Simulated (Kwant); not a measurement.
Model system: quantum point contact (saddle potential) in a Si two-dimensional gas. Effective mass 0.19 mₑ, grid spacing 5 nm, hard walls, nominal width 150 nm (29 grid rows, so walls 150 nm apart), one parabolic valley, scattering region 450 nm long along x; energies count from the band bottom; Fermi energy swept from 4.398e-05 to 0.0009061 eV. Potential (V0 + ½k y²) cos²(πx/L) for |x| < L/2, with V0 = 0.00035 eV, k = 4.8e-07 eV/nm², L = 140 nm.

Constants are typed, rounded textbook-type inputs, not results; the design itself was drawn at random and stands for no fabricated device.

Computed with Kwant: effective-mass tight-binding model on a square grid, one spin, coherent transport at 0 K. Conductance is in e²/h.

Sweep values stay those of the base run.

The length of the gated region was swept, all else fixed.

```json
[
 {"length of the gated region (nm)": "35", "mean G (e²/h) over the sweep": "1.02", "G (e²/h) at E = 0.9061 meV": "1.94", "G (e²/h) at E = 0.6812 meV": "1.47", "G (e²/h) at E = 0.4688 meV": "1.10"},
 {"length of the gated region (nm)": "70", "mean G (e²/h) over the sweep": "0.59", "G (e²/h) at E = 0.9061 meV": "1.38", "G (e²/h) at E = 0.6812 meV": "0.95", "G (e²/h) at E = 0.4688 meV": "0.54"},
 {"length of the gated region (nm)": "98", "mean G (e²/h) over the sweep": "0.47", "G (e²/h) at E = 0.9061 meV": "1.26", "G (e²/h) at E = 0.6812 meV": "0.83", "G (e²/h) at E = 0.4688 meV": "0.34"},
 {"length of the gated region (nm)": "140", "mean G (e²/h) over the sweep": "0.42", "G (e²/h) at E = 0.9061 meV": "1.17", "G (e²/h) at E = 0.6812 meV": "0.86", "G (e²/h) at E = 0.4688 meV": "0.20"},
 {"length of the gated region (nm)": "180", "mean G (e²/h) over the sweep": "0.40", "G (e²/h) at E = 0.9061 meV": "___", "G (e²/h) at E = 0.6812 meV": "___", "G (e²/h) at E = 0.4688 meV": "___"}
]
```

Problem. Fill in the missing entries.

Solution. 
- 180, G (e²/h) at E = 0.9061 meV: 1.12
- 180, G (e²/h) at E = 0.6812 meV: 0.91
- 180, G (e²/h) at E = 0.4688 meV: 0.13
